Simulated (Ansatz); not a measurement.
## TaTe (model structure, Pm-3m, No. 221, 2 atoms in the cell)

Computed with PBEsol (PAW; Ansatz, a quantum-chemistry and plane-wave program).

Settings: plane-wave cutoff 520 eV, 16×16×16 k mesh, Fermi–Dirac smearing 0.05 eV, scalar-relativistic PAW data made under PBE.

Cell (relaxed at this level):

```
CELL_PARAMETERS angstrom
      3.37846     0.00000     0.00000
      0.00000     3.37846     0.00000
      0.00000     0.00000     3.37846
ATOMIC_POSITIONS crystal
  Ta 0.00000 0.00000 0.00000
  Te 0.50000 0.50000 0.50000
```

```
Property          Result
---------------  -------
band gap            none
bulk modulus B0  160 GPa
```

Note: the bulk modulus is −V dP/dV from two relaxed cells at ±2 % in volume; the relaxation could raise the start's symmetry but not lower it, so the cell can be a saddle point.

Spin–orbit coupling is not included; it can open a gap where bands touch, and shift volumes and moduli.

Static lattice: no zero-point or thermal effects.

A model structure was made by putting elements into a prototype or built by hand; it is no filed structure, need not be a known phase, and can be a saddle point held by its symmetry.
